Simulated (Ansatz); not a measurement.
A self-consistent single point of LaAs (I4mm, 2 atoms in the cell) with Ansatz (a quantum-chemistry and plane-wave program).

Method of the run: LDA (PW92), default PAW files made with PBE (plane waves; Ansatz).

```
LaAs
1.0
    0.00000     3.11458     3.11458
    3.11458     0.00000     3.11458
    3.11458     3.11458     0.00000
La As
1 1
Direct
  0.00803   0.00803   0.99197
  0.50000   0.50000   0.50000
```

Reference input (self-consistent single point, DFT, LDA (PW92), plane waves, default PAW files made with PBE): basis.ecutwfc = 420 eV; kpoints.mp_grid.grid = 9 9 9; hamiltonian.xc = lda; hamiltonian.pseudopotentials = {kind: paw} (the program's default PAW files); scf.occupations.method = gaussian; scf.occupations.width = 0.1 eV. This run's input differs from it in these lines:

Ansatz 0.2 input:
```diff
@@ -11,3 +11,3 @@
 kpoints:
-  mp_grid: { grid: [9, 9, 9] }
+  mp_grid: { grid: [8, 8, 8] }
 hamiltonian:
@@ -16,3 +16,3 @@
 scf:
-  occupations: { method: gaussian, width: 0.1 }
+  occupations: { method: gaussian, width: 0.3 }
 output:
```

The program printed (abridged):

```
SCF iter   1: F=—  HF=-10852.819291 eV  |F-HF|=—  |Δ(HF+E_count)|=         —  Δρ=4.15e-3  dr2=4.88e-3  ethr=1.77e-3  ⟨swp⟩=3.3  Hψ=3525  notcnv=0
all-band conjugate gradients solve this SCF's bands
preconditioner: auto → Kerker (q_TF=auto, 2.371 Å⁻¹)
SCF iter   2: F=—  HF=-10852.817084 eV  |F-HF|=—  |Δ(HF+E_count)|=   2.21e-3  Δρ=2.24e-3  dr2=1.48e-3  ethr=1.88e-5  ⟨swp⟩=2.7  Hψ=1993  notcnv=0
SCF iter   3: F=—  HF=-10852.816858 eV  |F-HF|=—  |Δ(HF+E_count)|=   2.25e-4  Δρ=3.64e-4  dr2=6.41e-5  ethr=5.68e-6  ⟨swp⟩=2.9  Hψ=1506  notcnv=0
SCF iter   4: F=—  HF=-10852.816854 eV  |F-HF|=—  |Δ(HF+E_count)|=   4.47e-6  Δρ=9.17e-5  dr2=4.68e-6  ethr=2.47e-7  ⟨swp⟩=2.5  Hψ=1584  notcnv=0
SCF iter   5: F=—  HF=-10852.816853 eV  |F-HF|=—  |Δ(HF+E_count)|=   4.81e-7  Δρ=3.16e-5  dr2=7.81e-7  ethr=1.80e-8  ⟨swp⟩=2.0  Hψ=1704  notcnv=0
SCF iter   6: F=-10852.816853 eV  HF=-10852.816853 eV  |F-HF|=8.48e-10  |Δ(HF+E_count)|=   5.35e-7  Δρ=1.20e-5  dr2=6.45e-8  ethr=3.85e-10  ⟨swp⟩=4.5  Hψ=5419  notcnv=0
SCF 1 converged in 6 iterations: F = -10852.816853 eV  dr2 = 6.45e-8
Free energy (F): -10852.816853 eV
Internal energy: -10852.805601 eV  (E = F + TS)
E sigma→0 (E₀):  -10852.811227 eV
Entropy (-TS):   -0.011252 eV (-5.626 meV/atom)
Fermi energy:    9.298261 eV
--- Forces (eV/Å), atoms counted from 1 ---
  atom   1  La     0.00000000     0.00000000    -0.11143339
  atom   2  As     0.00000000     0.00000000     0.11143109
--- Stress (GPa, compression-positive) ---
       -5.186516       0.000000       0.000000
        0.000000      -5.186516       0.000000
        0.000000       0.000000      -5.034392
  P = ⅓ Tr σ = -5.1358 GPa (-51.358 kbar)
  The stress holds the Pulay correction. Without it, at fixed plane waves, as pw.x and ABINIT print it: P = -5.1503 GPa
```

The run converged in 6 iterations. Against the reference run the free energy falls by 1.8 meV/atom, the pressure hardly changes (-5.11 to -5.14 GPa) and the largest force goes from 0.100 to 0.111 eV/Å.

The starting cell comes from a database of computed structures (which also holds hypothetical and non-ambient phases and stackings), without a prior relaxation at this level. Its lattice was rescaled by up to half a per cent. One atom was moved a little off its site on purpose. With a pressure of about -5 GPa the cell is away from its equilibrium volume at this level. Ansatz's pressure includes its estimate of the finite-basis (Pulay) stress.
